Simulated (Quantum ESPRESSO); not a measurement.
Quantum ESPRESSO run on TiB₂ (P6/mmm, 3 atoms in the cell): self-consistent single point.

Method: PBEsol, PSlibrary ultrasoft (PBE) pseudopotentials (plane waves; Quantum ESPRESSO 7.5).

```
CELL_PARAMETERS angstrom
      3.02593     0.00000     0.00000
     -1.51296     2.62053     0.00000
      0.00000     0.00000     3.22877
ATOMIC_POSITIONS crystal
  Ti 0.00000 0.00000 0.00000
  B  0.33333 0.66667 0.50000
  B  0.66667 0.33333 0.50000
```

Reference input (self-consistent single point, DFT, PBE, plane waves, PSlibrary ultrasoft (PBE) pseudopotentials): ecutwfc = 60 Ry; ecutrho = 660 Ry; occupations = smearing; smearing = gaussian; degauss = 0.0099958 Ry; potentials = {Ti: Ti.pbe-spn-rrkjus_psl.1.0.0.UPF, B: B.pbe-n-rrkjus_psl.1.0.0.UPF}; K_POINTS = automatic 8 8 7 0 0 0; conv_thr = 1e-10 Ry; mixing_beta = 0.7. This run's input differs from it in these lines:

```diff
@@ -19,2 +19,3 @@
     degauss = 0.0099958
+    input_dft = 'pbesol'
 /
```

Log, with long lists cut:

```
     Self-consistent Calculation

     iteration #  1     ecut=    60.00 Ry     beta= 0.70

     total energy              =    -132.09564840 Ry
     estimated scf accuracy    <       0.48553098 Ry

     iteration #  2     ecut=    60.00 Ry     beta= 0.70

     total energy              =    -131.91713046 Ry
     estimated scf accuracy    <       2.13594691 Ry

     iteration #  3     ecut=    60.00 Ry     beta= 0.70

     total energy              =    -132.35279744 Ry
     estimated scf accuracy    <       0.02886745 Ry

   [... 5 blocks of this kind left out ...]

     iteration #  9     ecut=    60.00 Ry     beta= 0.70

     total energy              =    -132.35392302 Ry
     estimated scf accuracy    <       0.00000012 Ry

     iteration # 10     ecut=    60.00 Ry     beta= 0.70
     End of self-consistent calculation

     the Fermi energy is    15.2078 ev

!    total energy              =    -132.35392304 Ry
     estimated scf accuracy    <          7.4E-11 Ry
     smearing contrib. (-TS)   =      -0.00003113 Ry
     internal energy E=F+TS    =    -132.35389191 Ry

     convergence has been achieved in  10 iterations

     Forces acting on atoms (cartesian axes, Ry/au):

     atom    1 type  1   force =    -0.00000000   -0.00000000   -0.00000000
   [... zero for the other atoms too ...]

     Total force =     0.000000     Total SCF correction =     0.000000

          total   stress  (Ry/bohr**3)                   (kbar)     P=      -26.75
  -0.00006685   0.00000000   0.00000000           -9.83        0.00        0.00
   0.00000000  -0.00006685   0.00000000            0.00       -9.83        0.00
   0.00000000   0.00000000  -0.00041184            0.00        0.00      -60.58

   JOB DONE.
```

The run converged in 10 iterations. Against the reference run the pressure goes from 1.54 to -2.68 GPa.

The starting cell comes from a database of computed structures (which also holds hypothetical and non-ambient phases and stackings), without a prior relaxation at this level. Spin polarisation is off.
